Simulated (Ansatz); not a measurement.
Take PbZrO$_{3}$ in the cubic perovskite structure (space group Pm-3m, No. 221; a = 4.141 Å; a cell from a computed database, its experimental status unchecked) as the base. Axes: x, y, z lie along the cube axes.

One thing is altered: uniaxial stress, 5 GPa tension along x, with the cell and atoms free to relax against it.

Levels (all Ansatz, a program for electronic structure, PAW, earlier PAW set): PBEsol (420 eV, no SOC); PBEsol+SOC (420 eV, spin-orbit coupling included).

The geometry is relaxed with PBEsol.

| Quantity | Result |
|---|---|
| PBEsol lowest conduction level above the VBM at special points | X 2.22 eV; Z 2.36 eV; Γ 3.61 eV; M 4.10 eV |
| PBEsol smallest direct gap | 2.28 eV |
| PBEsol gap character | indirect, M → X |

What does PBEsol+SOC give at this geometry for the lowest conduction level above the VBM at special points, smallest direct gap and gap character?

The lowest conduction level above the VBM at special points changes from X 2.22 eV; Z 2.36 eV; Γ 3.61 eV; M 4.10 eV to X 1.90 eV; Z 2.04 eV; Γ 3.59 eV; M 3.09 eV; the smallest direct gap decreases by 0.343 eV, from 2.28 eV to 1.93 eV; the gap character is still indirect, M → X.

Single points use the geometry relaxed with PBEsol. Differences between runs with and without spin-orbit coupling are approximate. With Pb present, leaving out spin-orbit coupling can change the band edges. Load acts through the strain it causes; cell and atoms are relaxed under it. Beyond what the load breaks, stability against distortions was not tested. Many cubic perovskites are stable only at high temperature; tilts and polar distortions were not tested. Labels are those of the standard path for the cell's own space group.
